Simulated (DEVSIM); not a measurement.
System: abrupt Si p-n junction, at 350 K.

```csv
layer (left to right),material,thickness (μm),Nd (cm⁻³),Na (cm⁻³),τn (s),τp (s)
1,Si,0.220,-,6.6e15,1.4e-5,1.4e-5
2,Si,1.00,2.4e17,-,1.4e-5,1.4e-5
```

Left contact: ohmic. Right contact: ohmic. Voltage is applied to the left contact. Recombination: SRH at mid-gap, Auger. Mobility is constant in doping. Where it depends on doping, it is μmin + (μ − μmin)/(1 + (N/Nref)^α).

The device is made up for the run: typed textbook-type constants, with dimensions and the other settings drawn at random. Values at 300 K; Nc and Nv go as T^1.5, mobilities as T to minus their exponent, the gap by Varshni's rule with the affinity fixed. The table also holds parameters that only a changed run uses.

| parameter | Si |
|---|---|
| gap (eV) | 1.124 |
| affinity (eV) | 4.05 |
| permittivity | 11.7 |
| Nc (cm⁻³) | 2.86e19 |
| Nv (cm⁻³) | 3.1e19 |
| μn (cm²/Vs) | 1417 |
| μp (cm²/Vs) | 470 |
| μn,min | 52 |
| μp,min | 45 |
| Nref,n | 9.7e16 |
| Nref,p | 2.2e17 |
| αn | 0.68 |
| αp | 0.72 |
| T exponent of μn | 2.3 |
| T exponent of μp | 2.2 |
| Cn (cm⁶/s) | 2.8e-31 |
| Cp (cm⁶/s) | 9.9e-32 |
| Varshni α (eV/K) | 0.000473 |
| Varshni β (K) | 636 |

DEVSIM, 1D drift-diffusion, Boltzmann statistics, complete ionisation; no tunnelling, impact ionisation, image-force lowering or self-heating.

Base results: largest field in the device at zero bias (V/cm) 45000; potential step across the device at zero bias (V) 0.698; dark forward voltage at 1 A/cm² (V) 0.316; dark forward voltage at 100 A/cm² (V) 0.480.

Problem. What follows from this one change: doping Na of layer 1 6.6e+15 → 2e+15 cm^-3?

Solution. largest field in the device at zero bias 45000 → 39000 V/cm; potential step across the device at zero bias 0.698 → 0.662 V; dark forward voltage at 1 A/cm² 0.316 → 0.266 V; dark forward voltage at 100 A/cm² 0.480 → 0.431 V.

Problem. What follows from this one change: doping Nd of layer 2 2.4e+17 → 7.2e+16 cm^-3?

Solution. largest field in the device at zero bias 45000 → 37000 V/cm; potential step across the device at zero bias 0.698 → 0.661 V; dark forward voltage at 1 A/cm² 0.316 → 0.322 V; dark forward voltage at 100 A/cm² 0.480 → 0.486 V.

Problem. What follows from this one change: doping-dependent mobility in place of the constant one?

Solution. largest field in the device at zero bias little changed (45000 V/cm); potential step across the device at zero bias little changed (0.698 V); dark forward voltage at 1 A/cm² 0.316 → 0.320 V; dark forward voltage at 100 A/cm² 0.480 → 0.485 V.
